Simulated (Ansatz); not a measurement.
System: cubic perovskite CsPbBr3 (cubic high-temperature phase). Method: PBE-D3(BJ) in Ansatz (PAW).

Numerical settings: plane-wave cutoff 520 eV, 6×6×6 k mesh, Fermi–Dirac smearing 0.01 eV, scalar-relativistic PAW data made under PBE.

Energies at three volumes about the minimum:

```json
[
 {"V (Å³/atom)": "40.727", "E − E_lowest (meV/atom)": "1.12"},
 {"V (Å³/atom)": "41.558", "E − E_lowest (meV/atom)": "0.00"},
 {"V (Å³/atom)": "42.389", "E − E_lowest (meV/atom)": "1.04"}
]
```

Q: Fit a parabola by hand: where is the minimum, what lattice constant follows, and what is the bulk modulus?

A: Slopes: (0.00 − 1.12)/(41.558 − 40.727) = -1.348 and (1.04 − 0.00)/(42.389 − 41.558) = 1.252 meV/Å³. Curvature E″ = 2 × (1.252 − (-1.348))/(42.389 − 40.727) = 3.129 meV/Å⁶. From the middle of the first interval, the slope vanishes at V0 = 41.1425 − (-1.348)/3.129 = 41.573 Å³/atom. B = V0 E″ = 41.573 × 3.129 meV/Å³ × 0.1602 GPa per meV/Å³ = 20.8 GPa. With 5 atoms in the cube, a = (5 × 41.573)^(1/3) = 5.924 Å. The full Birch–Murnaghan fit to all volumes gives V0 = 41.557 Å³/atom and B0 = 20.8 GPa.

Note: the relaxation could not lower the start's symmetry, so the cell can be a saddle point above a distorted one.

Ansatz is a quantum-chemistry and plane-wave program.
